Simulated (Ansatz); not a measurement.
**Ir, response to strain**

Base system: Ir in the fcc (Cu type) structure (space group Fm-3m, No. 225; a = 3.831 Å; relaxed with 0.1 eV smearing). Axes: x, y, z lie along the cube axes.

Strains are applied to the cell and any free atomic positions relax; under biaxial strain the out-of-plane vector relaxes too; under stress the whole cell relaxes.

Computed with DFT with PBEsol, PAW potentials and a 420 eV plane-wave cutoff in Ansatz (a quantum-chemistry and plane-wave program), spin-orbit coupling left out.

Notes on the quantities. energy relative to the base: free energy F; pressure: mean of the normal stresses, compression positive.

```json
[
 {"case": "base", "space group": "Fm-3m (No. 225)", "energy relative to the base": "0 meV/atom", "volume per atom": "14.06 Å³", "pressure": "0.0 GPa"},
 {"case": "biaxial strain −3.74 %, plane normal [001], relaxed out of plane", "space group": "I4/mmm (No. 139)", "energy relative to the base": "+96 meV/atom", "volume per atom": "13.44 Å³", "pressure": "20.8 GPa"},
 {"case": "biaxial strain −0.74 %, plane normal [001], relaxed out of plane", "space group": "I4/mmm (No. 139)", "energy relative to the base": "+3.4 meV/atom", "volume per atom": "13.93 Å³", "pressure": "3.5 GPa"},
 {"case": "biaxial strain −3.50 %, plane normal [110], relaxed out of plane", "space group": "Immm (No. 71)", "energy relative to the base": "[?]", "volume per atom": "13.43 Å³", "pressure": "[?]"},
 {"case": "isotropic strain +3.37 %", "space group": "Fm-3m (No. 225)", "energy relative to the base": "+151 meV/atom", "volume per atom": "15.53 Å³", "pressure": "-29.7 GPa"},
 {"case": "uniaxial strain ε_xx = −4.46 %", "space group": "I4/mmm (No. 139)", "energy relative to the base": "+62 meV/atom", "volume per atom": "13.43 Å³", "pressure": "20.2 GPa"},
 {"case": "uniaxial strain ε_xx = −2.89 %", "space group": "I4/mmm (No. 139)", "energy relative to the base": "+25 meV/atom", "volume per atom": "13.65 Å³", "pressure": "12.4 GPa"},
 {"case": "uniaxial strain ε_xx = +5.96 %", "space group": "I4/mmm (No. 139)", "energy relative to the base": "+88 meV/atom", "volume per atom": "14.90 Å³", "pressure": "-18.5 GPa"},
 {"case": "uniaxial strain ε_zz = +3.58 %", "space group": "I4/mmm (No. 139)", "energy relative to the base": "+33 meV/atom", "volume per atom": "14.56 Å³", "pressure": "-12.1 GPa"},
 {"case": "uniaxial stress, 8 GPa tension along x", "space group": "I4/mmm (No. 139)", "energy relative to the base": "+5.8 meV/atom", "volume per atom": "14.16 Å³", "pressure": "–"}
]
```

Problem. Some entries are withheld; estimate them.

Solution. 
- biaxial strain −3.50 %, plane normal [110], relaxed out of plane, energy relative to the base: +95 meV/atom
- biaxial strain −3.50 %, plane normal [110], relaxed out of plane, pressure: 21.5 GPa

Stability under load was not tested beyond the relaxation. All final runs are without spin polarisation.
